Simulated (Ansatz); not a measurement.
Given:

```yaml
crystal:
  lattice:
    - [5.55398, 0.00000, 0.00000]
    - [0.00000, 5.55398, 0.00000]
    - [0.00000, 0.00000, 5.51264]
  atoms:
    - { symbol: Cs, position: [0.00000, 0.00000, 0.00000] }
    - { symbol: Pb, position: [0.50000, 0.50000, 0.50000] }
    - { symbol: Cl, position: [0.50000, 0.00000, 0.50000] }
    - { symbol: Cl, position: [0.00000, 0.50000, 0.50000] }
    - { symbol: Cl, position: [0.50000, 0.50000, 0.00000] }
```

No spin polarisation.

Calculations: Ansatz (a quantum-chemistry and plane-wave program) LDA, no spin-orbit coupling. Settings: 6×6×6 k-points, 0.05 eV Fermi–Dirac smearing.

**Question.** Predict the pressure, band gap and gap character.

**Answer.** The pressure (mean of the normal stresses, compression positive) is -0.30 GPa, the band gap comes out as 1.56 eV and the gap character is direct at A.

With Pb present, leaving out spin-orbit coupling can change the band edges. The cells carry an imposed strain or load. Stability against distortions was not tested. The cell was made from CsPbCl3 in the cubic perovskite structure (space group Pm-3m, No. 221) by this change: biaxial strain +0.60 %, plane normal [001], relaxed out of plane. Many cubic perovskites are stable only at high temperature; tilts and polar distortions were not tested. This is not the structure that CsPbCl3 has at room temperature and ambient pressure.
